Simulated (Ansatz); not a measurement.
Consider interstitial Li in bixbyite In2O3 with all lengths changed by +1 %, charge state +1. Computed with PBE, PAW (plane waves to 420 eV; Ansatz, a quantum-chemistry and plane-wave program).

Cell of 80 host sites held at the strained lattice (strain from the relaxed PBE one, atoms relaxed); one k-point at (0.250, 0.250, 0.250); Fermi-Dirac width 0.01 eV, spin-restricted; finite-size errors left in. No zero-point or tunnelling terms. The charge state is imposed; whether it is stable for some Fermi level was not computed. Sites that were not tried may lie lower.

Barriers: single points on a 2×2×2 k-point mesh shifted by half a step at the bands' geometries.

The step: one Li atom jumps by itself. Atoms about the jump, Cartesian Å from the middle of the jump, before and after:

```csv
atom,x0,y0,z0,x1,y1,z1
Li1,0.00,1.30,-1.15,0.00,-1.30,1.15
O2,1.61,-0.09,2.34,1.54,-0.11,2.24
O3,1.21,-2.47,-0.45,1.20,-2.38,-0.38
O4,-1.13,0.33,-0.06,-1.07,0.24,-0.04
In5,2.60,-1.65,1.16,2.70,-1.64,1.17
In6,0.00,1.30,1.62,-0.01,1.40,1.50
In7,-0.38,-1.40,-1.47,-0.34,-1.31,-1.54
O8,3.60,-0.08,0.00,3.63,-0.07,-0.01
O9,1.13,-0.02,-2.32,1.23,-0.13,-2.47
O10,1.13,2.26,-0.06,1.17,2.33,-0.07
O11,1.16,-2.91,2.37,1.08,-2.84,2.35
O12,-1.61,-2.51,0.01,-1.54,-2.50,0.08
O13,-1.22,-0.15,2.78,-1.19,-0.22,2.70
In14,2.70,1.35,-1.47,2.61,1.31,-1.45
In15,0.00,-3.90,0.82,0.02,-4.00,0.82
In16,0.35,-1.33,3.76,0.34,-1.29,3.86
In17,-2.59,-0.95,1.17,-2.70,-0.96,1.14
```

Task: Predict the transition state.

Result: 
| atom | x | y | z |
|---|---|---|---|
| Li1 | 0.73 | -0.55 | 0.41 |
| O2 | 1.55 | -0.10 | 2.17 |
| O3 | 1.18 | -2.31 | -0.41 |
| O4 | -1.03 | 0.27 | -0.04 |
| In5 | 2.78 | -1.72 | 1.25 |
| In6 | -0.11 | 1.49 | 1.58 |
| In7 | -0.44 | -1.39 | -1.64 |
| O8 | 3.60 | -0.10 | 0.00 |
| O9 | 1.18 | -0.14 | -2.46 |
| O10 | 1.14 | 2.31 | -0.04 |
| O11 | 1.20 | -2.90 | 2.37 |
| O12 | -1.62 | -2.51 | -0.06 |
| O13 | -1.22 | -0.09 | 2.76 |
| In14 | 2.61 | 1.32 | -1.46 |
| In15 | 0.00 | -3.87 | 0.80 |
| In16 | 0.34 | -1.29 | 3.73 |
| In17 | -2.59 | -0.94 | 1.14 |
It lies 0.78 eV above the start and 0.41 eV above the end. The saddle point's order was not checked, and it lies on a symmetry element of the cell, where a band can be held.
